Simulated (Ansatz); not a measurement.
The starting structures come from a database of crystals and need not be the phases stable at ambient conditions.

By PBEsol, the system below comes out a metal.

Input:

```
CELL_PARAMETERS angstrom
      3.87893     0.00000     0.00000
      0.00000     5.48564     0.00000
      0.00000     2.74282     2.74282
ATOMIC_POSITIONS crystal
  Nb 0.00000 0.00000 0.00000
  Rh 0.50000 0.00000 0.50000
  Rh 0.50000 0.50000 0.50000
  Rh 0.00000 0.50000 0.00000
```

The cell is taken as given; by PBEsol it stands under a pressure of -6.9 GPa.

The current flows along the normal of the first two printed cell vectors, the (110) plane of the conventional cell. No spin-orbit coupling; the value is a mean over 0.1 eV about the Fermi level.

Task: Estimate the ballistic conductance per area that PBEsol (Ansatz, an electronic-structure program) returns for this system.

Result: 0.79 × 10¹⁵ S/m² for both spins.
